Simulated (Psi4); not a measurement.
Psi4 1.11, WB97X/def2-svpd: Mo(O)(NH)(F)2 ([NH]=[Mo](=[O])([F])[F]), 6 atoms. The geometry is a generated start, not checked to be a minimum at this level.

```yaml
task: energy
method: wb97x
basis: def2-svpd
memory: 3 GB
maxiter: 100
keys_of_the_molecule_block: symmetry c1
scf_type: df (default)
diis_max_vecs: 10 (default)
e_convergence: 1e-06 (default)
d_convergence: 1e-06 (default)
dft_radial_points: 75 (default)
dft_spherical_points: 302 (default)
effective_core_potentials: those of the basis set, past Kr
basis_functions: 131
grid_points: 130913
```

```xyz
6

Mo     0.0086    -0.1045     0.4518
O      1.5667    -0.1748     0.9605
N     -0.0828     0.2819    -1.2285
H      0.1174     0.5142    -2.1930
F     -0.7614    -1.6949     0.6690
F     -0.8484     1.1781     1.3402
```

Charge 0 and multiplicity 1 are set for this test and not shown to be the ground state.

With the defaults (diis = true, scf_initial_accelerator = adiis, damping_percentage = 0, soscf = false, soscf_start_convergence = 0.01, guess = auto, which took SAD, level_shift = 0, level_shift_cutoff = 0.01) it converges in 12 SCF iterations. One run each on 2 threads, with these changes:
- guess = core
- soscf = true
- level_shift = 0.1, level_shift_cutoff = 0.001
- soscf = true, soscf_start_convergence = 0.1
- diis = false, scf_initial_accelerator = none, damping_percentage = 60
- soscf = true, soscf_start_convergence = 0.001
- guess = huckel
- guess = modhuckel
- guess = sadno

Q: Name the settings that don't reach the solution of the defaults.

A: No convergence: diis = false, scf_initial_accelerator = none, damping_percentage = 60 (the run ends without SCF convergence in 100 iterations). The rest reach the solution of the defaults.

```json
[
 {"setting": "soscf = true, soscf_start_convergence = 0.1", "SCF iterations": "7", "JK calls": "28", "end": "same solution"},
 {"setting": "soscf = true", "SCF iterations": "8", "JK calls": "29", "end": "same solution"},
 {"setting": "soscf = true, soscf_start_convergence = 0.001", "SCF iterations": "9", "JK calls": "25", "end": "same solution"},
 {"setting": "the defaults", "SCF iterations": "12", "JK calls": "13", "end": "same solution"},
 {"setting": "level_shift = 0.1, level_shift_cutoff = 0.001", "SCF iterations": "12", "JK calls": "13", "end": "same solution"},
 {"setting": "guess = huckel", "SCF iterations": "13", "JK calls": "48", "end": "same solution"},
 {"setting": "guess = modhuckel", "SCF iterations": "13", "JK calls": "48", "end": "same solution"},
 {"setting": "guess = sadno", "SCF iterations": "13", "JK calls": "13", "end": "same solution"},
 {"setting": "guess = core", "SCF iterations": "15", "JK calls": "15", "end": "same solution"},
 {"setting": "diis = false, scf_initial_accelerator = none, damping_percentage = 60", "SCF iterations": "100", "JK calls": "101", "end": "no convergence"}
]
```

An SOSCF iteration holds several JK calls; a Hückel guess adds calls on atoms. 1 further run of the study ended by our limits or in an error and is left out.
